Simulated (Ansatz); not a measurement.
Functionals compared on the (21-30) surface of hcp Hf in its 1x1 cell, outermost plane spacing 0.35 Å in the ideal cut, in Ansatz (plane waves, PAW). The structure was relaxed with PBE; the other rows are single points on it, each with its references at the same level. Cutoff 420 eV (500 eV for r2SCAN).

Slab: 22 atoms, 10.8 Å thick at the start; k 8x5x1, smearing 0.1 eV, dipole-corrected; all atoms relaxed; start symmetry kept, larger cells not searched; no spin, no spin-orbit, no U. These notes are the PBE run's.

```csv
functional,surface energy (J/m²),work function of the top face (eV),rough cost of the single point
PBE,1.88,3.40,–
LDA,2.11,3.65,around 11 core-minutes (rough)
PBEsol,2.06,3.47,roughly 12 core-minutes
RPBE,1.76,3.27,around 11 core-minutes (rough)
r2SCAN,2.06,3.40,around 21 core-minutes (rough)
```

Ansatz is an electronic-structure program.
